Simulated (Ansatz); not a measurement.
## Lattice parameter a of BGeCN (model structure, started from the AlSiCN type, R3m, No. 160, 4 atoms in the cell) at several levels of theory

No measured value is used here.

| level (code) | value (Å) |
|---|---|
| LDA (Ansatz) | 2.899 |
| PBE (Ansatz) | 2.942 |
| PBEsol (Ansatz) | 2.920 |
| r²SCAN (Ansatz) | [?] |

### Question
Complete the blanks.

### Answer

- r²SCAN (Ansatz, a quantum-chemistry and plane-wave program), value (Å): 2.925

Cutoffs differ between the levels. Ansatz's density-functional and Hartree–Fock values are scalar-relativistic unless marked +SOC, with PAW data made under PBE.

A model structure was made by putting elements into a prototype or built by hand; it is no filed structure, need not be a known phase, and can be a saddle point held by its symmetry.
